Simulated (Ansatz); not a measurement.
**Input and output of a self-consistent single point for YGe (Cmcm, 4 atoms in the cell) (Ansatz, a first-principles code)**

Method of the run: LDA (PW92), default PAW files made with PBE (plane waves; Ansatz).

This input was run:

Ansatz 0.2 input:
```yaml
crystal:
  lattice:
    - [2.147704, -5.378287, 0.000000]
    - [2.147704, 5.378287, 0.000000]
    - [0.000000, 0.000000, 3.966464]
  atoms:
    - { symbol: Y, position: [0.138610, 0.861390, 0.250000] }
    - { symbol: Y, position: [0.861390, 0.138610, 0.750000] }
    - { symbol: Ge, position: [0.415620, 0.584380, 0.250000] }
    - { symbol: Ge, position: [0.584380, 0.415620, 0.750000] }
basis:
  ecutwfc: 420.0 eV
kpoints:
  mp_grid: { grid: [7, 7, 7] }
hamiltonian:
  xc: lda
  pseudopotentials: { kind: paw }
scf:
  occupations: { method: fermi_dirac, width: 0.1 eV }
output:
  forces: true
  eigenvalues: true
  stress: true
```

Output, abridged:

```
WARN ansatz: RAYON_NUM_THREADS=1 ignored (pool sized by the plan → 1); use --threads N
Pseudopotentials: kind: paw
Pseudopotential: Y, paw, valence charge 11
Pseudopotential: Ge, paw, valence charge 14
Crystal: 4 atoms, lattice volume = 91.633 Å³
Basis set: ecut = 420 eV, 1791 PW (Γ)
Bands: 30, of which v1, the nominal top of the filled ones, is band 25 counted from 1 (24 counted from 0)
Symmetry: 8 space group operations
Space group: Cmcm (ITA 63), of the structure as read, at distance tolerance 4.5e-5 Å
k-points: 64 of 343
PAW frozen core: Y, regenerated for the run's functional, and the local potential with it
PAW frozen core: Ge, regenerated for the run's functional, and the local potential with it
Initial density: superposition of atomic densities (neutral atoms: chi_scale 0, normalization atom), corrected by the library's trained network
Initial wavefunctions: pseudopotential atomic-orbital guess
Eigensolver: davidson
Functional: x = slater, c = lda
SCF iter   1: F=—  HF=-15926.474730 eV  |F-HF|=—  |Δ(HF+E_count)|=         —  Δρ=5.55e-3  dr2=1.45e-2  ethr=1.77e-3  ⟨swp⟩=5.8  Hψ=7610  notcnv=0
all-band conjugate gradients solve this SCF's bands
preconditioner: auto → Kerker (q_TF=auto, 2.466 Å⁻¹)
SCF iter   2: F=—  HF=-15926.470775 eV  |F-HF|=—  |Δ(HF+E_count)|=   3.95e-3  Δρ=3.09e-3  dr2=5.70e-3  ethr=2.91e-5  ⟨swp⟩=2.0  Hψ=3313  notcnv=0
SCF iter   3: F=—  HF=-15926.469704 eV  |F-HF|=—  |Δ(HF+E_count)|=   1.07e-3  Δρ=5.20e-4  dr2=2.19e-4  ethr=1.14e-5  ⟨swp⟩=2.5  Hψ=3092  notcnv=0
SCF iter   4: F=—  HF=-15926.469519 eV  |F-HF|=—  |Δ(HF+E_count)|=   1.85e-4  Δρ=2.70e-4  dr2=6.79e-5  ethr=4.39e-7  ⟨swp⟩=2.0  Hψ=3175  notcnv=0
SCF iter   5: F=—  HF=-15926.469501 eV  |F-HF|=—  |Δ(HF+E_count)|=   1.79e-5  Δρ=6.60e-5  dr2=5.26e-6  ethr=1.36e-7  ⟨swp⟩=2.0  Hψ=3381  notcnv=0
SCF iter   6: F=—  HF=-15926.469500 eV  |F-HF|=—  |Δ(HF+E_count)|=   1.58e-6  Δρ=2.54e-5  dr2=8.11e-7  ethr=1.05e-8  ⟨swp⟩=3.0  Hψ=3510  notcnv=0
SCF iter   7: F=-15926.469499 eV  HF=-15926.469499 eV  |F-HF|=1.34e-8  |Δ(HF+E_count)|=   2.64e-7  Δρ=5.02e-6  dr2=3.00e-8  ethr=2.00e-10  ⟨swp⟩=2.9  Hψ=7033  notcnv=0
SCF 1 converged in 7 iterations: F = -15926.469499 eV  dr2 = 3.00e-8
SCF converged after 7 iterations
Free energy (F): -15926.469499 eV
Harris-Foulkes:  -15926.469499 eV  (|F-HF|=1.34e-8)
Internal energy: -15926.392057 eV  (E = F + TS)
E sigma→0 (E₀):  -15926.430778 eV
Entropy (-TS):   -0.077442 eV (-19.361 meV/atom)
Fermi energy:    11.077657 eV
--- Per-component energies (eV) ---
  E_band       = -424.291587
  E_kinetic    = 837.481720
  E_local      = -5872.684719  (includes V_loc(G=0)·N_el)
  E_nonlocal   = 949.293173
  E_hartree    = 2469.111086
  E_xc         = -496.314265
  E_vxc        = -530.600226  (∫ρ·V_xc dr)
  E_paw        = -9330.635760  (= ΣΔE_a)
  E_vpaw       = -746.003605  (= ΣTr[D̂ρ^β])
  E_aug_tail   = 0.000594  (compensation charges beyond the density's cutoff)
  E_ewald      = -4487.119711
  E_core_change = 4.475824  (= ΣΔE_core)
  E_smearing   = -0.077442  (= −TS)
  E_closure    = 0.000000  (closes the sum)
  Σ components = -15926.469499   (vs F -15926.469499, Δ=0.00e0)
--- Forces (eV/Å), atoms counted from 1 ---
  atom   1  Y     -0.00000000     0.09021274     0.00000000
  atom   2  Y      0.00000000    -0.09021274    -0.00000000
  atom   3  Ge    -0.00000000     0.01687850    -0.00000000
  atom   4  Ge     0.00000000    -0.01687850     0.00000000
  max |Σ_I F_I| component: 5.55e-17 eV/Å
--- Stress (GPa, compression-positive) ---
       -5.658693      -0.000000      -0.000000
       -0.000000      -5.417557       0.000000
       -0.000000       0.000000      -5.100240
  P = ⅓ Tr σ = -5.3922 GPa (-53.922 kbar)
  The stress holds the Pulay correction. Without it, at fixed plane waves, as pw.x and ABINIT print it: P = -5.4060 GPa
--- Band table (eV; the first three rows and the last of 64) ---
  k-point 0: bands = ["-31.2747", "-31.2274", "-13.3023", "-13.2625", "-13.2037", "-13.1902", "-13.1831", "-13.1782", "-13.1605", "-13.1534", "-13.1294", "-13.1197", "-11.5194", "-11.3434", "-11.3299", "-11.3010", "-11.1854", "-11.1748", "0.3110", [...]
  k-point 1: bands = ["-31.2711", "-31.2285", "-13.2971", "-13.2573", "-13.2105", "-13.1940", "-13.1865", "-13.1846", "-13.1590", "-13.1494", "-13.1312", "-13.1212", "-11.5012", "-11.3471", "-11.3334", "-11.2947", "-11.2086", "-11.2000", "0.5135", [...]
  k-point 2: bands = ["-31.2618", "-31.2323", "-13.2820", "-13.2436", "-13.2213", "-13.2083", "-13.2005", "-13.1950", "-13.1543", "-13.1445", "-13.1338", "-13.1252", "-11.4509", "-11.3815", "-11.3095", "-11.2873", "-11.2821", "-11.2421", "1.0970", [...]
  k-point 63: bands = ["-31.2459", "-31.2436", "-13.2581", "-13.2318", "-13.2313", "-13.2213", "-13.2134", "-13.2098", "-13.1511", "-13.1454", "-13.1337", "-13.1296", "-11.5309", "-11.5152", "-11.2999", "-11.2684", "-11.2051", "-11.1869", "2.2620", [...]
```

The run converged in 7 iterations.

The starting cell comes from a database of computed structures (which also holds hypothetical and non-ambient phases and stackings), without a prior relaxation at this level. Its lattice was rescaled by up to half a per cent. With a pressure of about -5 GPa the cell is away from its equilibrium volume at this level. Ansatz's pressure includes its estimate of the finite-basis (Pulay) stress.
